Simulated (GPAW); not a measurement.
GPAW is run on LiMg₆Zr (Amm2, 8 atoms in the cell), and the run fails. The aim is a self-consistent single point with DFT LDA (Perdew-Wang 92), plane waves, GPAW PAW datasets LDA (gpaw-data 1.0.1).

Cell that was meant: a = 5.0275 Å, b = 6.3823 Å, c = 6.3823 Å, α = 60.84°, β = 90.00°, γ = 90.00°.

Part of the input:

```python
calc = GPAW(spinpol=True,
            mode=PW(800),
            xc='LDA',
            setups={'Zr': 'pv'},
            kpts={'size': (4, 3, 3), 'gamma': True},
            occupations=FermiDirac(0.1),
            nbands=-16,
```

Output, abridged:

```
Input parameters:
  kpts: {gamma: True,
         size: (4, 3, 3)}
  maxiter: 120
  mode: {ecut: 800.0,
         name: pw}
  nbands: -16
  occupations: {fixmagmom: False,
                name: fermi-dirac,
                width: 0.1}
  setups: {Zr: pv}
  spinpol: True
  symmetry: {symmorphic: False,
             tolerance: 0.0005}

Traceback (most recent call last):
   [... frames left out ...]
FileNotFoundError: Could not find required PAW dataset file "Zr.pv.LDA".

You need to set the GPAW_SETUP_PATH environment variable to point to
the directories where PAW dataset and basis files are stored.  See
https://gpaw.readthedocs.io/install.html#install-paw-datasets
for details.
```

Problem. Read the log: what does the program object to, and what is the fix?

Solution. The fault is a potential or basis that cannot be found. The input names a file or set that is not where the program looks, or that does not exist under that name. To fix it, correct the name or place the file. The program stopped before any SCF iteration.

An input that runs soundly differs in these lines (not the only fix; some lines may just follow from the change or write a value another way):
```diff
-            setups={'Zr': 'pv'},
```

With that input, the run converged in 15 iterations: free energy E − TS (from the program's reference atoms) -20.9099 eV; Fermi level (on the code's own zero) 3.71 eV; pressure -2.55 GPa; largest force (vector length) 0.171 eV/Å; size of the cell's spin moment 0.00 μB (DFT LDA (Perdew-Wang 92), plane waves, GPAW PAW datasets LDA (gpaw-data 1.0.1)).

On the sound input: the starting cell comes from a database of computed structures (which also holds hypothetical and non-ambient phases and stackings), without a prior relaxation at this level. The starting moments vanished: the run ended non-magnetic.
